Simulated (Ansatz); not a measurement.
System: MoIr (P-6m2, No. 187, 2 atoms in the cell; start mp-1221414). Method: PBEsol (PAW; Ansatz, a quantum-chemistry and plane-wave program).

Numerical settings: plane-wave cutoff 520 eV, 24×24×12 k mesh (along the axes of the cell as run), Fermi–Dirac smearing 0.05 eV, no spin polarisation, scalar-relativistic PAW data made under PBE.

Cell (relaxed at this level):

IrMo has the hexagonal space group P-6m2 (No. 187), Pearson symbol hP2. Cell: a = 2.751 Å, b = 2.751 Å, c = 4.435 Å, α = 90.00°, β = 90.00°, γ = 120.00°. Mo on 1a is coordinated by 6 Ir at 2.728 Å and 6 Mo at 2.751 Å (anticuboctahedral). Ir on 1d is coordinated by 6 Mo at 2.728 Å and 6 Ir at 2.751 Å (anticuboctahedral). (Neighbours: up to the widest gap in distance over summed covalent radii, below 1.35, at either atom.)

Task: Estimate the bulk modulus that the calculation returns.

Result: 
* **bulk modulus**: 335 GPa

Note: the run has no spin polarisation, so it can have missed a magnetic state; the bulk modulus is −V dP/dV from two relaxed cells at ±2 % in volume; the relaxation could not lower the start's symmetry, so the cell can be a saddle point above a distorted one.

Spin–orbit coupling is not included.

A start named mp-… is a Materials Project structure, which need not be a measured phase.
